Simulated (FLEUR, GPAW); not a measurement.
A GPAW input for a self-consistent single point of MgSe (Fm-3m, 2 atoms in the cell) (DFT PBEsol, plane waves, GPAW PAW datasets PBEsol (made by gpaw-setup)):

```python
from ase import Atoms
from ase.units import GPa
from gpaw import GPAW, PW

atoms = Atoms(['Mg', 'Se'],
              cell=[[0.000000, 2.702561, 2.702561],
                    [2.702561, 0.000000, 2.702561],
                    [2.702561, 2.702561, 0.000000]],
              positions=[[0.000000, 0.000000, 0.000000],
                         [2.702561, 2.702561, 2.702561]],
              pbc=True)

calc = GPAW(mode=PW(850),
            xc='PBEsol',
            kpts=(9, 9, 9),
            occupations={'name': 'fixed-uniform'},
            nbands=-4,
            convergence={'density': 1e-05, 'bands': -2},
            symmetry={'symmorphic': False, 'tolerance': 0.0005},
            maxiter=150)

atoms.calc = calc

energy = atoms.get_potential_energy()
print('Energy (eV):', round(energy, 6))
forces = atoms.get_forces()
print('Forces (eV/Ang):')
print(forces.round(5))
stress = atoms.get_stress()
print('Stress (GPa, Voigt):', (stress / GPa).round(4))
```

Task: Translate this input to FLEUR.

Result: This is the input that was run; spellings and numerical settings could be chosen otherwise.

Input of the input generator:

```
MgSe crystal
&input film=f /
0.0000000000 5.1071001251 5.1071001251
5.1071001251 -0.0000000000 5.1071001251
5.1071001251 5.1071001251 -0.0000000000
1.0
1.0 1.0 1.0

2
12 0.0000000000 0.0000000000 0.0000000000
34 0.5000000000 0.5000000000 0.5000000000

&comp jspins=1 /
&exco xctyp='PBEs' /
&kpt div1=9 div2=9 div3=9 /
&end /
```

```xml
<?xml version="1.0" encoding="UTF-8" standalone="no"?>
<fleurInput fleurInputVersion="0.39">
   <comment>
      MgSe crystal                                                                                        
   </comment>
   <calculationSetup>
      <cutoffs Kmax="4.3" Gmax="17.2" GmaxXC="17.2" numbands="0"/>
      <scfLoop itmax="100" minDistance="0.00001" maxIterBroyd="25" imix="Anderson" alpha="0.05" precondParam="0.0" spinf="2.0"/>
      <coreElectrons ctail="T" frcor="F" kcrel="0" coretail_lmax="0"/>
      <xcFunctional name="PBEs" relativisticCorrections="F"/>
      <magnetism jspins="1"/>
      <soc l_soc="F" theta="0.0" phi="0.0" spav="F"/>
      <expertModes spex="0" secvar="F"/>
      <geometryOptimization l_f="T" forcealpha="1.0" forcemix="BFGS" epsdisp="0.00001" epsforce="0.00001"/>
      <ldaU l_linMix="F" mixParam="0.05" spinf="1.0"/>
   </calculationSetup>
   <cell>
      <bzIntegration valenceElectrons="26.0" mode="hist" fermiSmearingEnergy="0.0001">
         <kPointListSelection listName="default-1"/>
         <!-- k-points included here -->
         <xi:include xmlns:xi="http://www.w3.org/2001/XInclude" href="kpts.xml"> </xi:include>
      </bzIntegration>
      <!-- symmetry operations included here -->
      <xi:include xmlns:xi="http://www.w3.org/2001/XInclude" href="sym.xml"> </xi:include>
      <bulkLattice scale="1.0">
         <bravaisMatrix>
            <row-1>    0.0000000000000000     5.1071001250999997     5.1071001250999997</row-1>
            <row-2>    5.1071001250999997     0.0000000000000000     5.1071001250999997</row-2>
            <row-3>    5.1071001250999997     5.1071001250999997     0.0000000000000000</row-3>
         </bravaisMatrix>
      </bulkLattice>
   </cell>
   <atomSpecies>
      <species name="Magnesium (Mg)" element="Mg" atomicNumber="12">
         <mtSphere radius="1.89" gridPoints="651" logIncrement="0.017"/>
         <atomicCutoffs lmax="8" lnonsphr="6"/>
         <electronConfig flipSpins="F">
            <coreConfig>(1s1/2)</coreConfig>
            <valenceConfig>(2s1/2) (2p1/2) (2p3/2) (3s1/2)</valenceConfig>
         </electronConfig>
         <energyParameters s="3" p="3" d="3" f="4"/>
         <lo type="SCLO" l="0" n="2" eDeriv="0"/>
         <lo type="SCLO" l="1" n="2" eDeriv="0"/>
      </species>
      <species name="Selenium (Se)" element="Se" atomicNumber="34">
         <mtSphere radius="2.68" gridPoints="925" logIncrement="0.014"/>
         <atomicCutoffs lmax="10" lnonsphr="8"/>
         <electronConfig flipSpins="F">
            <coreConfig>(1s1/2) (2s1/2) (2p1/2) (2p3/2) (3s1/2) (3p1/2) (3p3/2)</coreConfig>
            <valenceConfig>(4s1/2) (3d3/2) (3d5/2) (4p1/2) (4p3/2)</valenceConfig>
            <stateOccupation state="(4p1/2)" spinUp="0.6666666666667" spinDown="0.6666666666667"/>
            <stateOccupation state="(4p3/2)" spinUp="1.3333333333333" spinDown="1.3333333333333"/>
         </electronConfig>
         <energyParameters s="4" p="4" d="3" f="4"/>
         <lo type="HELO" l="2" n="4" eDeriv="0"/>
      </species>
   </atomSpecies>
   <atomGroups>
      <atomGroup species="Magnesium (Mg)">
         <relPos label="                   1">.0000000000 .0000000000 .0000000000</relPos>
         <force calculate="T" relaxXYZ="TTT"/>
      </atomGroup>
      <atomGroup species="Selenium (Se)">
         <relPos label="                   2">1.000/2.000 1.000/2.000 1.000/2.000</relPos>
         <force calculate="T" relaxXYZ="TTT"/>
      </atomGroup>
   </atomGroups>
   <output dos="F" band="F" slice="F">
      <checks vchk="F" cdinf="F"/>
      <bandDOS minEnergy="-.5*Htr" maxEnergy="0.5*Htr" sigma="0.015" storeEVData="T"/>
      <vacuumDOS vacdos="F" integ="F" star="F" nstars="0" locx1="0.0" locy1="0.0" locx2="0.0" locy2="0.0" nstm="0" tworkf="0.0"/>
      <unfoldingBand unfoldBand="F" supercellX="1" supercellY="1" supercellZ="1"/>
      <plotting iplot="0" polar="F">
         <plot TwoD="T" vec1="  1.0  0.0  0.0" vec2="  0.0  1.0  0.0" vec3="  0.0  0.0  1.0" zero="  0.0  0.0  0.0" file="plot"/>
      </plotting>
      <chargeDensitySlicing numkpt="0" minEigenval="0.0" maxEigenval="0.0" nnne="0" pallst="F"/>
      <specialOutput eonly="F"/>
      <magneticCircularDichroism mcd="F" energyLo="-10.0" energyUp="0.0"/>
   </output>
  <!-- We include the file relax.xml here to enable relaxations (see documentation) -->
  <xi:include xmlns:xi="http://www.w3.org/2001/XInclude" href="relax.xml"> <xi:fallback/> </xi:include>
</fleurInput>
```

Basis, cutoffs, solver keys and any potentials are the target program's own. This input uses DFT, PBEsol, all-electron FLAPW (FLEUR), scalar-relativistic valence. Both were run: gap on the mesh 1.948 eV in GPAW and 2.163 in FLEUR.

On FLEUR: the starting cell comes from a database of computed structures (which also holds hypothetical and non-ambient phases and stackings), without a prior relaxation at this level. Its lattice was rescaled by a random factor within 2.5 % of one. Values depend on the basis (sphere radii, cutoffs, local orbitals), which need not be converged.

On GPAW: the starting cell comes from a database of computed structures (which also holds hypothetical and non-ambient phases and stackings), without a prior relaxation at this level. Its lattice was rescaled by a random factor within 2.5 % of one.
